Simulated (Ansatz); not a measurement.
The starting structures come from a database of crystals and need not be the phases stable at ambient conditions.

Inside the gap of an insulator the Bloch states are evanescent, with a wavenumber k + iκ along the transport direction.

Here is the system:

```yaml
crystal:
  lattice:
    - [6.36188, 0.00000, 0.00000]
    - [3.18094, 7.41650, 0.00000]
    - [3.18094, 0.00000, 3.18094]
  atoms:
    - { symbol: Cs, position: [0.64931, 0.70138, 0.00000] }
    - { symbol: Cs, position: [0.35069, 0.29862, 0.00000] }
    - { symbol: Ca, position: [0.00000, 0.00000, 0.00000] }
    - { symbol: F, position: [0.00000, 0.00000, 0.50000] }
    - { symbol: F, position: [0.50000, 0.00000, 0.50000] }
    - { symbol: F, position: [0.84790, 0.30420, 0.00000] }
    - { symbol: F, position: [0.15210, 0.69580, 0.00000] }
```

Space group of this cell: I4/mmm. The cell is taken as given.

Transport runs along the normal of the first two printed cell vectors, the (110) plane of the conventional cell.

The gap is the functional's own. No spin-orbit coupling. Mid-gap values are interpolated on the energy grid.

Task: Estimate the band gap and the smallest decay constant κ at mid-gap that r2SCAN (Ansatz, a first-principles code) returns for this system.

Result: Gap 7.04 eV on a 10×10×10 mesh; κ = 0.455 1/Å, at the zone centre.
